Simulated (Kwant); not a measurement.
Model: Hückel tight-binding model, one pz orbital an atom, one spin, coherent transport at 0 K (Kwant). Conductance is in e²/h.

Device: π system c1ccc2c(c1)-c1cccc3cccc-2c13 between two chain leads. The π system is taken as planar. Atoms are numbered from 0 in the order of the SMILES. Site energies (eV, carbon 0): [0.0, 0.0, 0.0, 0.0, 0.0, 0.0, 0.0, 0.0, 0.0, 0.0, 0.0, 0.0, 0.0, 0.0, 0.0, 0.0]. Bonds (i, j, β in eV): (0,1,-2.7) (1,2,-2.7) (2,3,-2.7) (3,4,-2.7) (4,5,-2.7) (4,6,-2.7) (6,7,-2.7) (7,8,-2.7) (8,9,-2.7) (9,10,-2.7) (10,11,-2.7) (11,12,-2.7) (12,13,-2.7) (13,14,-2.7) (14,15,-2.7) (5,0,-2.7) (15,6,-2.7) (14,3,-2.7) (15,10,-2.7). Leads: chains of hopping −4.1 eV, joined by −0.81 eV to atoms 0 and 5.

Site energies and bond integrals are typed Hückel values.

Sweep values stay those of the base run.

One input was changed, with this effect: transmission at E = 0 0.0035 → 0.00039.

**Question.** Which change was it?
(A) contacts moved from atoms [0, 5] to [9, 11]
(B) contacts moved from atoms [0, 5] to [0, 1]
(C) contacts moved from atoms [0, 5] to [2, 12]
(D) contacts moved from atoms [0, 5] to [2, 8]
(E) contacts moved from atoms [0, 5] to [2, 13]
(F) contacts moved from atoms [0, 5] to [0, 9]

**Answer.** F, contacts moved from atoms [0, 5] to [0, 9]
